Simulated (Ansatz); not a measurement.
Phonon-limited resistivity of Mg$_{3}$Y (Fm-3m) against temperature in μΩ·cm, Ansatz (a quantum-chemistry and plane-wave program) with PBEsol, DFPT electron-phonon coupling, linearised Boltzmann equation, harmonic crystal at a fixed cell.

```json
[
 {"T": "50 K", "ρ": "1.03"},
 {"T": "77 K", "ρ": "2.4"},
 {"T": "100 K", "ρ": "…"},
 {"T": "150 K", "ρ": "6.6"},
 {"T": "200 K", "ρ": "9.5"},
 {"T": "250 K", "ρ": "12.2"},
 {"T": "273 K", "ρ": "…"},
 {"T": "300 K", "ρ": "…"},
 {"T": "350 K", "ρ": "17.7"},
 {"T": "400 K", "ρ": "20"},
 {"T": "500 K", "ρ": "26"},
 {"T": "600 K", "ρ": "31"}
]
```

**Question.** Complete the blanks.

**Answer.** 
- 100 K, ρ: 3.7
- 273 K, ρ: 13.5
- 300 K, ρ: 15.0

A metal at this level (no band gap). Only scattering by harmonic phonons is included (no impurities, grain boundaries, electron-electron scattering or thermal expansion). Spin-orbit coupling is left out. Halving the electron mesh (20x20x20) moves the resistivity by up to 6 %. Smearing 0.20 eV; phonons on a 3x3x3 q mesh, which this run doesn't test and which matters most at low temperature.

Computed structure, not matched to a measured one here, so possibly hypothetical: Mg3Y (Fm-3m).
